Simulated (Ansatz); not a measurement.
Take ZrS2 in the CdI2 type structure (space group P-3m1, No. 164; a = 3.5781 Å, c = 5.5398 Å; layered, stacked along the Cartesian z axis) as the base.

Now apply this change: a free-standing slab of 2 layers (6 atoms, 3 a layer) is cut normal to the stacking axis, with 15 Å of vacuum and the in-plane cell relaxed.

Levels (all Ansatz, a first-principles code, PAW): PBEsol-D3(BJ) (420 eV, spin-orbit coupling left out); r2SCAN (500 eV, scalar-relativistic without spin-orbit coupling); HSE06 (420 eV, no SOC).

One geometry, relaxed with PBEsol-D3(BJ), under each level:

```csv
level,band gap,lowest conduction level above the VBM at special points
PBEsol-D3(BJ),0.82 eV,M 0.82 eV; Γ 1.56 eV; K 2.38 eV
r2SCAN,1.21 eV,M 1.21 eV; Γ 1.95 eV; K 2.82 eV
HSE06,?,?
```

Problem. Give the withheld HSE06 results.

Solution. 
- HSE06, band gap: 1.67 eV
- HSE06, lowest conduction level above the VBM at special points: M 1.67 eV; Γ 2.50 eV; K 3.41 eV

Single points use the geometry relaxed with PBEsol-D3(BJ). HSE06 was sampled on its mesh, a few special points and the semilocal edge points, so its gap is an upper bound. Whether these cells are dynamically stable was not tested.
